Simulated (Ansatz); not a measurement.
The starting structures come from a database of crystals and need not be the phases stable at ambient conditions.

 Where the default PAW files enter, the runs use the earlier of Ansatz's two default sets.

Tunnelling through a barrier is set by its complex band structure: the current falls as exp(−2κd) with the smallest κ.

Given:

```xyz
7
Lattice="4.0642 0.0000 0.0000 0.0000 12.6371 0.0000 2.0321 6.3185 2.0321" Properties=species:S:1:pos:R:3 pbc="T T T"
Sr     0.0000     4.4712     0.0000
Sr     0.0000     8.1658     0.0000
Sn     0.0000     0.0000     0.0000
O      0.0000     2.0644     0.0000
O      0.0000    10.5727     0.0000
O      2.0321     0.0000     0.0000
O      2.0321     6.3185     0.0000
```

Space group of this cell: I4/mmm. The cell is taken as given; by PBEsol its mean pressure is -1.4 GPa.

Transport runs along the normal of the first two printed cell vectors, the (100) plane of the conventional cell.

The gap is the functional's own, uncorrected, and κ follows it; spin-orbit coupling is left out. Mid-gap values are interpolated between the computed energies.

Q: State the band gap and the smallest decay constant κ at mid-gap according to PBEsol (Ansatz, a program for electronic structure).

A: Gap 2.78 eV on a 14×14×14 mesh; κ = 0.285 1/Å, at the zone centre.
